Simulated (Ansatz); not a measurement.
# Ta2N, pressure series

Base system: Ta$_{2}$N in the anti-CdI2 type structure (space group P-3m1, No. 164; a = 3.075 Å, c = 4.852 Å).

Cell and atoms are relaxed at each pressure.

Computed with PBE-D3(BJ), PAW, 420 eV (Ansatz, a first-principles code; no SOC), earlier PAW set.

Two rows of this table had their results exchanged by mistake.

| pressure | volume per atom (Å³) | shortest distance (Å) | band gap |
|---|---|---|---|
| pressure −2 GPa | 13.33 | 2.171 | zero |
| pressure −1 GPa | 11.08 | 2.059 | zero |
| pressure 3 GPa | 13.11 | 2.161 | zero |
| pressure 7 GPa | 12.94 | 2.153 | zero |
| pressure 15 GPa | 12.63 | 2.139 | zero |
| pressure 30 GPa | 12.14 | 2.115 | zero |
| pressure 50 GPa | 11.61 | 2.088 | zero |
| pressure 75 GPa | 13.29 | 2.169 | zero |
| pressure 100 GPa | 10.64 | 2.035 | zero |

Which two?

The rows for pressure −1 GPa and pressure 75 GPa: the volume has to fall steadily with pressure, so 13.29 Å³ belongs to pressure −1 GPa and 11.08 Å³ to pressure 75 GPa.

Load acts through the strain it causes; cell and atoms are relaxed under it. No phonon test of stability was made. No other phases were tried under pressure. All final runs are without spin polarisation. An odd electron count without spin: Ta2N.
